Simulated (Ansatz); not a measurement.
A short convergence ladder for BaAlGeH (P3m1, 4 atoms in the cell)

```yaml
crystal:
  lattice:
    - [4.36041, 0.00000, 0.00000]
    - [-2.18020, 3.77622, 0.00000]
    - [0.00000, 0.00000, 5.22380]
  atoms:
    - { symbol: Ba, position: [0.33333, 0.66667, 0.10859] }
    - { symbol: Al, position: [0.00000, 0.00000, 0.64135] }
    - { symbol: Ge, position: [0.66667, 0.33333, 0.55274] }
    - { symbol: H, position: [0.00000, 0.00000, 0.97289] }
```

Base method: PBEsol, default PAW files made with PBE (plane waves; Ansatz, an electronic-structure program).

Base settings: basis.ecutwfc = 420 eV; kpoints.mp_grid.grid = 7 7 5; hamiltonian.xc = pbesol; hamiltonian.pseudopotentials = {kind: paw} (the program's default PAW files); scf.occupations.method = fixed.

**The width of Fermi-Dirac smearing**

In this ladder: scf.occupations.method = fermi_dirac.

The mesh stays at the base's, so the ladder's end is converged at best in this setting alone.

Only quantities that move along the ladder and can be compared are tabulated.

```tsv
scf.occupations.width	free energy less the last step's (meV/atom)	pressure (GPa)	largest difference of a force vector from the last step's (eV/Å)
1 eV	-487.26	2.02	0.173
0.5 eV	-71.54	-0.90	0.147
0.2 eV	-2.72	-1.59	0.030
0.1 eV	-0.09	-1.62	0.002
0.02 eV	0.00	-1.63	0.000
```

Widest scf.occupations.width that holds the free energy within 2 meV/atom of the last step, with all finer ones: 0.1 eV; the step before is off by 2.7 meV/atom.

Widest scf.occupations.width that holds the forces within 0.01 eV/Å of the last step, with all finer ones: 0.1 eV; the step before is off by 0.030 eV/Å.

Widest scf.occupations.width that holds the pressure within 0.2 GPa of the last step, with all finer ones: 0.2 eV; the step before is off by 0.73 GPa.

On the base run: the starting cell comes from a database of computed structures (which also holds hypothetical and non-ambient phases and stackings), without a prior relaxation at this level. Its lattice was rescaled by up to half a per cent. One atom was moved a little off its site on purpose. Ansatz's pressure includes its estimate of the finite-basis (Pulay) stress.

Keys are those of Ansatz 0.2.
